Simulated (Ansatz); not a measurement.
TbAg2 (I4/mmm, No. 139) was calculated with r²SCAN in Ansatz (plane waves, PAW).

Settings: plane-wave cutoff 500 eV, 20×20×20 k mesh, Fermi–Dirac smearing 0.1 eV, spin-polarised start, scalar-relativistic PAW data made under PBE.

Computed at the level's own relaxed cell.

Q: What does this level give for the equilibrium volume per atom, lattice constant a and c axis length?

A: 
- equilibrium volume per atom: 21.53 Å³/atom
- lattice constant a: 3.725 Å
- c axis length: 9.311 Å

Note: the magnetic order was assumed, not searched for or taken from measurement; the 4f shell is treated without U or exact exchange, so its levels and filling can be wrong.

Spin–orbit coupling is not included.

The computed numbers hold no vibrational or temperature effects.

Cost on a shared machine: very roughly 60 core-minutes.

Ansatz is a first-principles code.
